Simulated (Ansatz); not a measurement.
**BAs under a change: biaxial strain −2.08 %, plane normal [111], relaxed out of plane**

The parent structure is BAs in the zinc blende structure (space group F-43m, No. 216; a = 4.7322 Å). Axes: x, y, z lie along the cube axes.

It is then changed as follows: biaxial strain −2.08 %, plane normal [111], relaxed out of plane (Cartesian); in-plane vectors clamped, the third vector and the atoms free.

Calculations: LDA (Ansatz, a first-principles code; PAW; 420 eV plane waves; no SOC). Settings: 12×12×12 k-points, 0.05 eV Fermi–Dirac smearing.

Volume per atom: 12.77 Å³ (base 13.25 Å³)
Space group: R3m (No. 160) (base F-43m (No. 216))
Shortest interatomic distance: 2.018 Å (base 2.049 Å)
Energy relative to the base (free energy F): +15 meV/atom
Pressure (mean of the normal stresses, compression positive): 5.89 GPa (base 0.00 GPa)
Band gap: 0.95 eV (base 1.11 eV)
Gap character: indirect, Γ → F–Γ (17 % along)
Smallest direct gap: 2.92 eV (base 3.29 eV)
Valence-band top at Γ (three highest levels, from the VBM): 0.00, 0.00, -0.27 eV (base 0.00, 0.00, 0.00 eV)
Out-of-plane strain: +0.53 %
Ratio −ε⊥/ε∥: 0.25
Mean in-plane stress (compression positive): +8.8 GPa

Final structure (turned so that z lies along the plane normal):

```
BAs
1.0
    3.27656     0.00000     0.00000
    1.63828     2.83758     0.00000
    1.63828    -0.94586     2.74650
B As
1 1
Cartesian
  0.00000   0.00000   0.00736
  3.27656   0.00000   2.05252
```

Stability against distortions was not tested. Labels are those of the standard path for the cell's own space group.
